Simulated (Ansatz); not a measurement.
Functionals compared on H on the 1x1 (0001) surface of hcp Ti, one in a 2x2 cell, started at the site 'bridge Ti-Ti (span 2.9 Å)', in Ansatz (plane waves, PAW). The structure was relaxed with PBE; the other rows are single points on it, each with its references at the same level. Cutoff 420 eV (500 eV for r2SCAN).

Set-up: 17 atoms, 6.8 Å thick at the start under the adsorbate (thin: gaps and levels are the slab's own); mesh 6x6x1; 0.1 eV smearing; dipole correction on; 8 atoms held, the rest relaxed; start symmetry kept, larger cells not searched; no spin, no spin-orbit, no U, no dispersion correction. At the end it is bonded to 3 Ti. In PBE it is, or lies within 0.03 eV of, the lowest of the starts that converged. These notes are the PBE run's. Adsorption energies are against ½ H2(g). A negative adsorption energy means that the adsorbate is more stable on the surface than in its reference.

| functional | adsorption energy (eV) | work function of the top face (eV) | change of the work function (eV) | rough cost of the single point |
|---|---|---|---|---|
| PBE | -1.08 | 4.32 | -0.07 | – |
| RPBE | (withheld) | (withheld) | (withheld) | about 80 core-seconds (a rough figure) |
| r2SCAN | -1.25 | 4.40 | -0.12 | roughly 2.9 core-minutes |

Task: Fill in the missing entries.

Result: 
- RPBE, adsorption energy (eV): -0.98
- RPBE, work function of the top face (eV): 4.20
- RPBE, change of the work function (eV): -0.09

Ansatz is a quantum-chemistry and plane-wave program.
